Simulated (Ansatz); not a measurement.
An Ansatz (a first-principles code) input (r2SCAN/PAW in Ansatz, no SOC):

Ansatz 0.2 input:
```yaml
crystal:
  lattice:
    - [3.8694489774, 0, 0]
    - [0, 3.8694489774, 0]
    - [0, 0, 23.2083408342]
  atoms:
    - { symbol: Se, position: [0.25, -0.25, 0.3231596801] }
    - { symbol: Mg, position: [0.75, 0.25, 0.3231596801] }
    - { symbol: Se, position: [0.75, -0.75, 0.4410532267] }
    - { symbol: Mg, position: [1.25, -0.25, 0.4410532267] }
    - { symbol: Se, position: [1.25, -1.25, 0.5589467733] }
    - { symbol: Mg, position: [1.75, -0.75, 0.5589467733] }
    - { symbol: Se, position: [1.75, -1.75, 0.6768403199] }
    - { symbol: Mg, position: [2.25, -1.25, 0.6768403199] }
basis: { ecutwfc: 500, ecutrho_ratio: 4, xc_grid: 4, fft_grid_basis: typed }
kpoints: { mp_grid: { grid: [9, 9, 1] } }
hamiltonian:
  xc: r2scan
  dispersion: none
  pseudopotentials: { kind: paw }
scf: { occupations: { method: fermi_dirac, width: 0.05 }, convergence: { dr2_threshold: 0.0000000008 } }
relax: { f_tol: 0.01, max_steps: 50 }
output: { forces: true, stress: true }
checkpoint: { write: state.ck, write_every: 1000 }
```

Problem. Which symmetry and how many k-points will the program report, and about how many plane waves at Γ?

Solution. Space group P4/nmm (ITA 129) with 16 operations, k-points 15 of 81, and 8697 plane waves at Γ.

Whether these cells are dynamically stable was not tested. The cell was made from MgSe in the rock salt structure (space group Fm-3m, No. 225) by this change: a free-standing slab of 4 layers (8 atoms, 2 a layer) is cut normal to the z axis, with 15 Å of vacuum and the in-plane cell held at bulk.
